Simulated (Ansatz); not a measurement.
The parent structure is MgSe in the rock salt structure (space group Fm-3m, No. 225; a = 5.391 Å). Axes: x, y, z lie along the cube axes.

Level of theory: Kohn–Sham DFT with the LDA functional, run in Ansatz (a first-principles code) with PAW and 420 eV plane waves, spin-orbit coupling left out.

Base values:

- Valence-band top at Γ = 0.00, 0.00, 0.00 eV
- Band gap = 1.72 eV
- Volume per atom = 19.59 Å³

One thing is altered: biaxial strain −2.08 %, plane normal [111], relaxed out of plane (Cartesian); in-plane vectors clamped, the third vector and the atoms free.

**Question.** What happens to the energy relative to the base?

**Answer.** The energy grows by 8.1 meV/atom.

**Question.** Estimate the effect on the valence-band top at Γ.

**Answer.** The valence-band top at Γ (three highest levels, from the VBM) becomes 0.00, 0.00, -0.36 eV (base: 0.00, 0.00, 0.00 eV).

**Question.** What happens to the band gap?

**Answer.** The band gap falls by 0.09 eV to 1.63 eV.

**Question.** What does the calculation give for the volume per atom after the change?

**Answer.** The volume per atom drops by 0.57 Å³ to 19.02 Å³.

No phonon test of stability was made.
